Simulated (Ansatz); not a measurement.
An Ansatz (a first-principles code) input (DFT with PBE, PAW potentials and a 420 eV plane-wave cutoff in Ansatz, no SOC):

Ansatz 0.2 input:
```yaml
crystal:
  lattice:
    - [3.5309705272, 0, 0]
    - [0, 3.5309705272, 0]
    - [0, 0, 10.0836588621]
  atoms:
    - { symbol: N, position: [0, 0, 0.7402604329] }
    - { symbol: N, position: [0.5, 0.5, 0.5] }
    - { symbol: N, position: [0, 0, 0.2597395671] }
    - { symbol: B, position: [0.5, 0.5, 0] }
    - { symbol: Y, position: [0, 0, 0.5] }
    - { symbol: Y, position: [0.5, 0.5, 0.2628534413] }
    - { symbol: Y, position: [0, 0, 0] }
    - { symbol: Y, position: [0.5, 0.5, 0.7371465587] }
basis: { ecutwfc: 420, ecutrho_ratio: 4, xc_grid: 2, fft_grid_basis: typed }
kpoints: { mp_grid: { grid: [13, 13, 5] } }
hamiltonian:
  xc: pbe
  dispersion: none
  pseudopotentials: { kind: paw }
scf: { occupations: { method: fermi_dirac, width: 0.05 }, convergence: { dr2_threshold: 0.0000000008 } }
output: { forces: true, stress: true }
checkpoint: { write: state.ck, write_every: 1000 }
```

### Question
Which symmetry and how many k-points will the program report, and about how many plane waves at Γ?

### Answer
Space group P4/mmm (ITA 123) with 16 operations, k-points 84 of 845, and 2429 plane waves at Γ.

These are small ordered cells, not random alloys; other orderings at the same x differ. Stability against distortions was not tested. All final runs are without spin polarisation. The cell was made from YN by this change: x(B) = 0.25, 8 atoms, P4/mmm.
